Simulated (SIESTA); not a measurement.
# SIESTA run on LaAl3Au (I4mm, 5 atoms in the cell): self-consistent single point

Method: SIESTA 5.4.2 with GGA PBEsol, numerical atomic orbitals DZP, PseudoDojo PBEsol standard norm-conserving potentials (rewritten from UPF to PSML).

This input was run:

```
# files in the folder: La.psml Al.psml Au.psml (PseudoDojo PBEsol standard)
SystemName  LaAl3Au
SystemLabel laal3au

NumberOfAtoms                5
NumberOfSpecies              3
%block ChemicalSpeciesLabel
  1 57 La
  2 13 Al
  3 79 Au
%endblock ChemicalSpeciesLabel
LatticeConstant              1.0 Bohr
%block LatticeVectors
    -4.122352503    4.122352503   10.319737675
     4.122352503   -4.122352503   10.319737675
     4.122352503    4.122352503  -10.319737675
%endblock LatticeVectors
AtomicCoordinatesFormat      ScaledCartesian
%block AtomicCoordinatesAndAtomicSpecies
    -0.000000000    0.000000000   20.414092279  1
     0.000000000   -0.000000000    8.221735006  2
     4.122352503    0.000000000    5.165441496  2
     0.000000000    4.122352503    5.165441496  2
    -0.000000000    0.000000000   12.962003309  3
%endblock AtomicCoordinatesAndAtomicSpecies

XC.functional                GGA
XC.authors                   PBEsol
PAO.BasisSize                DZP
PAO.EnergyShift              0.01 Ry
MeshCutoff                   350 Ry
%block kgrid.MonkhorstPack
    7   0   0  0.0
    0   7   0  0.0
    0   0   7  0.0
%endblock kgrid.MonkhorstPack
OccupationFunction           FD
ElectronicTemperature        100.0 meV

MaxSCFIterations             150
SCF.Mixer.Method             Pulay
SCF.Mixer.Weight             0.25
SCF.Mixer.History            6
SCF.DM.Tolerance             1.0E-05
Diag.ParallelOverK           true
WriteForces                  true
```

Output, abridged:

```
reinit: Reading from file input.fdf

reinit: System Name: LaAl3Au
reinit: System Label: laal3au

coor:   Atomic-coordinates input format  =     Cartesian coordinates
coor:                                          (in units of alat)

siesta: Atomic coordinates (Bohr) and species
siesta:     -0.00000   0.00000  20.41409  1        1
siesta:      0.00000  -0.00000   8.22174  2        2
siesta:      4.12235   0.00000   5.16544  2        3
siesta:      0.00000   4.12235   5.16544  2        4
siesta:     -0.00000   0.00000  12.96200  3        5

siesta: System type = bulk

initatomlists: Number of atoms, orbitals, and projectors:      5    77   111

siesta: ******************** Simulation parameters ****************************
redata: Spin configuration                          = none
redata: Time-Reversal Symmetry                      = T
redata: Number of Atomic Species                    =        3
redata: Mesh Cutoff                                 =   350.0000 Ry
redata: Net charge of the system                    =     0.0000 |e|
redata: Min. number of SCF Iter                     =        0
redata: Max. number of SCF Iter                     =      150
redata: SCF convergence failure will abort job
redata: SCF mix quantity                            = Hamiltonian
redata: Mix DM or H after convergence               =   F
redata: Recompute H after scf cycle                 =   F
redata: Mix DM in first SCF step                    =   T
redata: No kicks to SCF
redata: DM Mixing Weight for Kicks                  =     0.5000
redata: Require Harris convergence for SCF          =   F
redata: Harris energy tolerance for SCF             =     0.000100 eV
redata: Require DM convergence for SCF              =   T
redata: DM tolerance for SCF                        =     0.000010
redata: Require EDM convergence for SCF             =   F
redata: EDM tolerance for SCF                       =     0.001000 eV
redata: Require H convergence for SCF               =   T
redata: Hamiltonian tolerance for SCF               =     0.001000 eV
redata: Require (free) Energy convergence for SCF   =   F
redata: (free) Energy tolerance for SCF             =     0.000100 eV
redata: Using DFT-D3 dispersion                     =   F
redata: Using Saved Data (generic)                  =   F
redata: Method of Calculation                       = Diagonalization
redata: Electronic Temperature                      =  1160.4518 K
redata: Number of TDED substeps                     =        3
redata: Dynamics option                             = Single-point calculation
redata: Save all siesta data in one NC              =   F
redata: ***********************************************************************

%block SCF.Mixers
  Pulay
%endblock SCF.Mixers

%block SCF.Mixer.Pulay
  # Mixing method
  method pulay
  variant stable

  # Mixing options
  weight 0.2500
  weight.linear 0.2500
  history 6
%endblock SCF.Mixer.Pulay

DM_history_depth set to one: no extrapolation allowed by default for geometry relaxation
Size of DM history Fstack: 1
Total number of electrons:    39.000000
Total ionic charge:    39.000000

* ProcessorY, Blocksize:    1  64

* Orbital distribution balance (max,min):    77    77

 Kpoints in:          196 . Kpoints trimmed:          172

siesta: k-grid: Number of k-points = 172
siesta: k-points from Monkhorst-Pack grid
siesta: k-cutoff (effective) =    15.270 Ang
siesta: k-point supercell and displacements
siesta: k-grid:     7     0     0      0.000
siesta: k-grid:     0     7     0      0.000
siesta: k-grid:     0     0     7      0.000

diag: Algorithm                                     = D&C
diag: Parallel over k                               =   F
diag: Use parallel 2D distribution                  =   F
diag: Parallel block-size                           = 64
diag: Parallel distribution                         =     1 x     1
diag: Used triangular part                          = Lower
diag: Absolute tolerance                            =  0.100E-15
diag: Orthogonalization factor                      =  0.100E-05
diag: Memory factor                                 =  1.0000

superc: Internal auxiliary supercell:     5 x     5 x     7  =     175
superc: Number of atoms, orbitals, and projectors:    875  13475  19425

                        Single-point calculation

superc: Internal auxiliary supercell:     5 x     5 x     7  =     175
superc: Number of atoms, orbitals, and projectors:    875  13475  19425

outcell: Unit cell vectors (Ang):
       -2.181455    2.181455    5.460970
        2.181455   -2.181455    5.460970
        2.181455    2.181455   -5.460970

outcell: Cell vector modules (Ang)   :    6.272136    6.272136    6.272136
outcell: Cell angles (23,13,12) (deg):    139.2943    139.2943     58.9265
outcell: Cell volume (Ang**3)        :    103.9495
new_DM -- step:     1
Initializing Density Matrix...

Attempting to read DM from file... Failed...
DM filled with atomic data:

InitMesh: MESH = 60 x 60 x 50 = 180000
InitMesh: Mesh cutoff (required, used) =   350.000   362.669 Ry

stepf: Fermi-Dirac step function

        iscf     Eharris(eV)        E_KS(eV)     FreeEng(eV)     dDmax    Ef(eV) dHmax(eV)
   scf:    1    -4961.698799    -5099.919021    -5099.988975  1.706696 -3.537268 47.629822
   scf:    2    -5134.766608    -5153.070053    -5153.113709  0.424732 -4.358619 11.900924
   scf:    3    -5159.374668    -5156.947812    -5156.991542  0.146530 -4.359449  3.493624
   scf:    4    -5157.517007    -5157.427831    -5157.472232  0.067916 -4.356049  0.696288
   scf:    5    -5157.460966    -5157.448130    -5157.493138  0.025953 -4.384064  0.202432
   scf:    6    -5157.449378    -5157.449387    -5157.494435  0.005777 -4.391668  0.066858
   [... 2 lines left out ...]
   scf:    9    -5157.449671    -5157.449665    -5157.494728  0.000346 -4.395866  0.001525
   scf:   10    -5157.449666    -5157.449666    -5157.494728  0.000026 -4.395922  0.000300
   scf:   11    -5157.449666    -5157.449666    -5157.494728  0.000056 -4.396007  0.000168
   scf:   12    -5157.449667    -5157.449666    -5157.494728  0.000016 -4.396031  0.000033
   scf:   13    -5157.449666    -5157.449666    -5157.494728  0.000005 -4.396038  0.000015

SCF Convergence by DM+H criterion
max |DM_out - DM_in|         :     0.0000048138
max |H_out - H_in|      (eV) :     0.0000153172
SCF cycle converged after 13 iterations

Using DM_out to compute the final energy and forces

siesta: E_KS(eV) =            -5157.4497

siesta: E_KS - E_eggbox =     -5157.4497

siesta: Atomic forces (eV/Ang):
     1   -0.000598   -0.000598    0.091265
     2   -0.000130   -0.000130    0.131791
     3    0.000028    0.000353   -0.106831
     4    0.000353    0.000028   -0.106831
     5    0.000087    0.000087   -0.009960
   Tot   -0.000260   -0.000260   -0.000566
   Max    0.131791
   Res    0.056935    sqrt( Sum f_i^2 / 3N )
   Max    0.131791    constrained

Stress tensor Voigt[x,y,z,yz,xz,xy] (kbar):       11.49       11.49       18.31        0.02        0.02       -0.01
(Free)E + p*V (eV/cell)    -5158.3875
Target enthalpy (eV/cell)    -5157.4947

siesta: Program's energy decomposition (eV):
siesta: Ebs     =     -1002.553524
siesta: Eions   =      7102.913242
siesta: Ena     =      1222.689786
siesta: Ekin    =      1432.696522
siesta: Enl     =       212.067265
siesta: Eso     =         0.000000
siesta: Edftu   =         0.000000
siesta: DEna    =        71.680104
siesta: DUscf   =         3.231735
siesta: DUext   =         0.000000
siesta: Ex      =      -919.116518
siesta: Ec      =       -77.785318
siesta: Exc     =      -996.901836
siesta: Eharris =     -5157.449666
siesta: Etot    =     -5157.449666
siesta: FreeEng =     -5157.494728

siesta: Atomic forces (eV/Ang):
siesta:      1   -0.000598   -0.000598    0.091265
siesta:      2   -0.000130   -0.000130    0.131791
siesta:      3    0.000028    0.000353   -0.106831
siesta:      4    0.000353    0.000028   -0.106831
siesta:      5    0.000087    0.000087   -0.009960
siesta: ----------------------------------------
siesta:    Tot   -0.000260   -0.000260   -0.000566

siesta: Stress tensor (static) (eV/Ang**3):
siesta:     0.007170   -0.000005    0.000011
siesta:    -0.000005    0.007170    0.000011
siesta:     0.000011    0.000011    0.011427

siesta: Cell volume =        103.949475 Ang**3

siesta: Pressure (static):
siesta:                Solid            Molecule  Units
siesta:          -0.00009354         -0.00012534  Ry/Bohr**3
siesta:          -0.00858871         -0.01150810  eV/Ang**3
siesta:         -13.76062734        -18.43800548  kBar
```

The run converged in 13 iterations.

The starting cell comes from a database of computed structures (which also holds hypothetical and non-ambient phases and stackings), without a prior relaxation at this level. Values carry the incompleteness of an atom-centred basis.

Cost on one core of a shared machine: roughly 70 s.
